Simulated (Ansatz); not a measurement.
Fluorite PtAl2, treated with LDA (plane waves, PAW; Ansatz, a quantum-chemistry and plane-wave program).

Settings: plane-wave cutoff 520 eV, 20×20×20 k mesh, Fermi–Dirac smearing 0.093 eV (set by the program), scalar-relativistic PAW data made under PBE.

Computed at the level's own relaxed cell.

Give the computed Young modulus, Voigt–Reuss–Hill shear modulus (Hill average) and Poisson ratio.


* **Young modulus**: 118 GPa
* **Voigt–Reuss–Hill shear modulus (Hill average)**: 43.4 GPa
* **Poisson ratio**: 0.364

Elastic constants are with the ions relaxed.

Spin–orbit coupling is not included.

Computing time: roughly 16 core-minutes.
